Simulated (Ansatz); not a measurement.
## ZnSe under a change: isotropic strain −1.50 %

Start from ZnSe in the zinc blende structure (space group F-43m, No. 216; a = 5.5675 Å).

Perturbation: every lattice vector is shortened by 1.50 %, atoms relaxed at fixed cell.

Level of theory: plane-wave PAW DFT at the LDA level (Ansatz, a first-principles code, 420 eV), no spin-orbit coupling. k-mesh 10×10×10 (Γ-centred); smearing 0.05 eV (Fermi–Dirac).

The volume per atom drops by 0.956 Å³ (21.57 Å³ → 20.62 Å³) and the space group stays F-43m (No. 216). The energy grows by 10 meV/atom and the pressure goes from zero to 3.60 GPa. The band gap rises by 0.19 eV, from 1.25 eV to 1.44 eV and the gap character remains direct at Γ. The mean gap deformation potential ΔEg/Δln V is -4.2 eV and the width of the top valence band increases by 0.237 eV to 3.19 eV. The electron mass goes from 0.090 mₑ (at Γ) to 0.099 mₑ (at Γ) and the valley order (the lowest conduction-band minima on the path, energy above the VBM, named in the base's zone) becomes Γ 1.44 eV; L along ⟨111⟩ 2.53 eV; X along ⟨100⟩ 2.58 eV (base: Γ 1.25 eV; L along ⟨111⟩ 2.45 eV; X along ⟨100⟩ 2.69 eV).

Effective masses come from finite differences of ±0.01 Å⁻¹. No phonon test of stability was made.
